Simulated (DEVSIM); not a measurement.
Simulated with DEVSIM: 1D drift-diffusion, Boltzmann statistics, complete ionisation; no tunnelling, impact ionisation, image-force lowering or self-heating. Metal contacts follow the ideal Schottky-Mott rule: no Fermi-level pinning, no interface dipoles.

Device: Schottky contact on n-type Si, at 300 K.

```tsv
layer (left to right)	material	thickness (μm)	Nd (cm⁻³)	τn (s)	τp (s)
1	Si	0.410	1.5e16	7.1e-6	7.1e-6
2	Si	5.90	2.5e18	7.1e-6	7.1e-6
```

Left contact: Schottky, work function 4.81 eV, emission velocity 1e7 cm/s. Right contact: ohmic. Voltage is applied to the left contact. Recombination: SRH at mid-gap, radiative, Auger. Mobility is constant in doping. Where it depends on doping, it is μmin + (μ − μmin)/(1 + (N/Nref)^α).

The device is made up for the run: typed textbook-type constants, with dimensions and the other settings drawn at random. Values at 300 K. The table also holds parameters that only a changed run uses.

```tsv
parameter	Si
gap (eV)	1.124
affinity (eV)	4.05
permittivity	11.7
Nc (cm⁻³)	2.86e19
Nv (cm⁻³)	3.1e19
μn (cm²/Vs)	1417
μp (cm²/Vs)	470
μn,min	52
μp,min	45
Nref,n	9.7e16
Nref,p	2.2e17
αn	0.68
αp	0.72
B (cm³/s)	4.7e-15
Cn (cm⁶/s)	2.8e-31
Cp (cm⁶/s)	9.9e-32
```

One input was changed, with this effect: dark forward voltage at 1 A/cm² 0.309 → 0.319 V; dark forward voltage at 100 A/cm² 0.433 → 0.454 V.

Q: Which change was it?
A. doping Nd of layer 1 1.5e+16 → 1.5e+15 cm^-3
B. Auger recombination switched off
C. minority lifetime in layer 1 7.1e-06 → 7.1e-05 s
D. thickness of layer 1 0.41 → 0.7 μm
E. doping-dependent mobility in place of the constant one

A: A, doping Nd of layer 1 1.5e+16 → 1.5e+15 cm^-3
